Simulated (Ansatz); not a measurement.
Base system: SiSe₂ (space group Ibam, No. 72; a = 6.301 Å, b = 9.302 Å, c = 5.856 Å; made of chains).

Computed with plane-wave PAW DFT at the PBEsol level (Ansatz, a first-principles code, 420 eV), no spin-orbit coupling.

One change was made to it. Results:

The smallest direct gap shrinks by 0.07 eV (1.71 eV → 1.64 eV); the electron mass becomes 0.58 mₑ along a, 0.41 mₑ along b, 0.95 mₑ along c (at X) (base: 0.63 mₑ along a, 0.44 mₑ along b, 1.3 mₑ along c (at X)); the volume per atom falls by 1.14 Å³ (28.60 Å³ → 27.46 Å³); the width of the top valence band goes up by 0.026 eV to 0.79 eV.

Q: Which change produced these results?
(A) pressure 1.5 GPa
(B) pressure 5 GPa
(C) pressure 0.3 GPa
(D) pressure 3 GPa

A: C, pressure 0.3 GPa. For comparison, the electron mass in the other runs: pressure 5 GPa gives 0.31 mₑ along k, 0.41 mₑ across (at X); pressure 1.5 GPa gives 0.50 mₑ along a, 0.37 mₑ along b, 0.61 mₑ along c (at X); pressure 3 GPa gives 0.34 mₑ along k, 0.47 mₑ across (at X).

Load acts through the strain it causes; cell and atoms are relaxed under it. Effective masses come from finite differences of ±0.01 Å⁻¹. Along k means along the line from Γ to the band edge. No phonon test of stability was made. No other phases were tried under pressure. No dispersion term is included in the PBEsol runs.
